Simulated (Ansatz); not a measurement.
# Pressure series in hypothetical R-3m KTlS2

Take KTlS2 (space group R-3m, No. 166; a = 3.984 Å, c = 21.707 Å (hexagonal axes); a hypothetical phase, not in the database extracts checked) as the base.

Cell and atoms are relaxed at each pressure.

Method: PBEsol in Ansatz (plane waves to 420 eV, PAW, no SOC).

| change | c/a ratio | width of the top valence band | gap character | smallest direct gap | density |
|---|---|---|---|---|---|
| base | 5.449 | 0.50 eV | indirect, T → Γ | 1.02 eV | 5.14 g/cm³ |
| pressure −2 GPa | 5.477 | 0.44 eV | indirect, k = (0.200, 0.300, 0.300) in the run's primitive reciprocal basis → Γ | 0.83 eV | 4.86 g/cm³ |
| pressure −1 GPa | 5.462 | 0.47 eV | indirect, T → Γ | 0.93 eV | 5.01 g/cm³ |
| pressure 0.9 GPa | 5.440 | 0.52 eV | indirect, T → Γ | 1.09 eV | 5.24 g/cm³ |
| pressure 2.1 GPa | 5.426 | 0.55 eV | indirect, T → Γ | 1.19 eV | 5.37 g/cm³ |
| pressure 4.5 GPa | 5.404 | 0.60 eV | indirect, T → F | 1.36 eV | 5.60 g/cm³ |
| pressure 9 GPa | 5.368 | 0.65 eV | indirect, T → F | 1.60 eV | 5.96 g/cm³ |
| pressure 15 GPa | 5.329 | 0.74 eV | indirect, T → F | 1.74 eV | 6.35 g/cm³ |
| pressure 22.5 GPa | 5.281 | 0.83 eV | indirect, T → F | 1.90 eV | 6.76 g/cm³ |
| pressure 30 GPa | 5.219 | 0.88 eV | indirect, T → F | 2.06 eV | 7.11 g/cm³ |

With Tl present, leaving out spin-orbit coupling can change the band edges. Load acts through the strain it causes; cell and atoms are relaxed under it. No phonon test of stability was made. Competing high-pressure phases were not computed.

Ansatz is a program for electronic structure.
